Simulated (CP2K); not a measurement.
Input and output of a self-consistent single point for SiC (F-43m, 2 atoms in the cell) (CP2K).

Method: CP2K with LDA (Pade form), GPW, DZVP-MOLOPT-PBE-GTH basis, GTH-PBE potentials (POTENTIAL_UZH).

```
SiC
1.0
    3.08299     0.00000     0.00000
    1.54149     2.66994     0.00000
    1.54149     0.88998     2.51725
Si C
1 1
Cartesian
  0.00000   0.00000   0.00000
  1.54149   0.88998   0.62931
```

Reference input (self-consistent single point, DFT PBE, GPW, DZVP-MOLOPT-PBE-GTH basis, GTH-PBE potentials (POTENTIAL_UZH)): CUTOFF = 400 Ry; REL_CUTOFF = 50 Ry; SMEAR/METHOD = FERMI_DIRAC; ELECTRONIC_TEMPERATURE = 232.09 K; KPOINTS/SCHEME = MONKHORST-PACK 10 10 10; GAMMA_CENTERED = T; XC_FUNCTIONAL = PBE; Si/BASIS_SET = DZVP-MOLOPT-PBE-GTH-q4; Si/POTENTIAL = GTH-PBE-q4; C/BASIS_SET = DZVP-MOLOPT-PBE-GTH-q4; C/POTENTIAL = GTH-PBE-q4; METHOD = GPW. This run's input differs from it in these lines:

```diff
@@ -44,3 +44,3 @@
     &XC
-      &XC_FUNCTIONAL PBE
+      &XC_FUNCTIONAL PADE
       &END XC_FUNCTIONAL
```

Output, abridged:

```
 SCF WAVEFUNCTION OPTIMIZATION

  Step     Update method      Time    Convergence         Total energy    Change
     1 NoMix/Diag. 0.40E+00      -     0.92619184        -9.8339576499 -9.83E+00
     2 Broy./Diag. 0.40E+00      -     0.09887616        -8.9947648289  8.39E-01
     3 Broy./Diag. 0.40E+00      -     0.12460591        -9.4062143753 -4.11E-01
     4 Broy./Diag. 0.40E+00      -     0.01008301        -9.6150889609 -2.09E-01
     5 Broy./Diag. 0.40E+00      -     0.00165476        -9.6059450308  9.14E-03
     6 Broy./Diag. 0.40E+00      -     0.00108029        -9.6168273345 -1.09E-02
   [... 3 lines left out ...]
    10 Broy./Diag. 0.40E+00      -     0.00000592        -9.6243711403 -1.99E-05
    11 Broy./Diag. 0.40E+00      -     0.00000290        -9.6243508143  2.03E-05
    12 Broy./Diag. 0.40E+00      -     0.00000171        -9.6243394809  1.13E-05
    13 Broy./Diag. 0.40E+00      -     0.00000041        -9.6243359261  3.55E-06
  *** SCF run converged in    13 steps ***

  Overlap energy of the core charge distribution:               0.00000000234412
  Self energy of the core charge distribution:                -23.59011436924540
  Core Hamiltonian energy:                                      6.44174494443225
  Hartree energy:                                              10.54510505745679
  Exchange-correlation energy:                                 -3.02107156104461
  Electronic entropic energy:                                  -0.00000000000000
  Fermi energy:                                                 0.31961409829630

  Total energy:                                                -9.62433592605685
  Total energy (extrapolated to T->0):                         -9.62433592605685

                     Mulliken Population Analysis

   [... lines left out ...]

 STRESS| Analytical stress tensor [bar]
 STRESS|                        x                   y                   z
 STRESS|      x        1.41469122068E+04  -3.49922196039E-03  -2.47428446122E-03
 STRESS|      y       -3.49922196039E-03   1.41467306062E+04   4.96497217914E-01
 STRESS|      z       -2.47428446122E-03   4.96497217914E-01   1.41469045451E+04
 STRESS| 1/3 Trace                                             1.41468491194E+04
```

The run converged in 13 iterations. Against the reference run the pressure goes from 2.23 to 1.41 GPa and the gap on the mesh goes from 1.596 to 1.443 eV.

The starting cell has typed, rounded lattice constants, without a prior relaxation at this level. Values carry the incompleteness of an atom-centred basis. The potentials were made for another functional than the one used.

Cost on one core of a shared machine: roughly 2 min.
